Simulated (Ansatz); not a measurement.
MnSi: Si vacancy, symmetric start

The parent structure is a 16-atom supercell of MnSi (space group P2_13, No. 198; a = 4.470 Å; ferromagnetic) at its relaxed geometry.

One thing is altered: a neutral Si vacancy, symmetric start, atoms relaxed at fixed cell.

The values are results of DFT with PBEsol, PAW potentials and a 420 eV plane-wave cutoff in Ansatz (a first-principles code), without spin-orbit coupling, not measurements. k-mesh 8×8×8 (Γ-centred); smearing 0.05 eV (Fermi–Dirac).

The pressure goes from zero to -2.5 GPa and the energy gained by relaxation amounts to 0.14 eV.

The magnetic state is the one reached from the starting moments; the real material's order can differ, and small cells can't hold many antiferromagnetic ones. The cell is small, so the values are those of an ordered compound at a high defect concentration; dilute-limit values will differ. The defect started on the symmetric site and kept its symmetry, so it may sit on a saddle. The defect cell is spin-polarised and ends with 10.2 μB, a fractional moment that hangs on the mesh and smearing.
